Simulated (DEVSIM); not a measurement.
System: Pt/SiO2/n-GaAs capacitor, at 300 K.

Layer 1 from the left is SiO2, thickness (nm) 29.0. Layer 2 from the left is GaAs, thickness (nm) 2600, Nd (cm⁻³) 6.2e15.

Metal gate on the left, work function 5.6 eV. Fixed charge at the semiconductor interface 2e12 cm⁻² (in units of +e); no interface traps.

Constants are typed, rounded textbook-type inputs, not results; the design itself was drawn at random and stands for no fabricated device. Values at 300 K.

SiO2: gap (eV) 9, affinity (eV) 0.9, permittivity 3.9. GaAs: gap (eV) 1.424, affinity (eV) 4.07, permittivity 12.9, Nc (cm⁻³) 4.7e17, Nv (cm⁻³) 9e18.

Model (solved in DEVSIM): 1D Poisson equation in equilibrium, Boltzmann statistics, complete ionisation; no quantum confinement or tunnelling. Metal contacts follow the ideal Schottky-Mott rule: no Fermi-level pinning, no interface dipoles.

**Question.** What does the simulation give for the minimum of the low-frequency capacitance?

**Answer.** minimum of the low-frequency capacitance 0.0206 μF/cm².
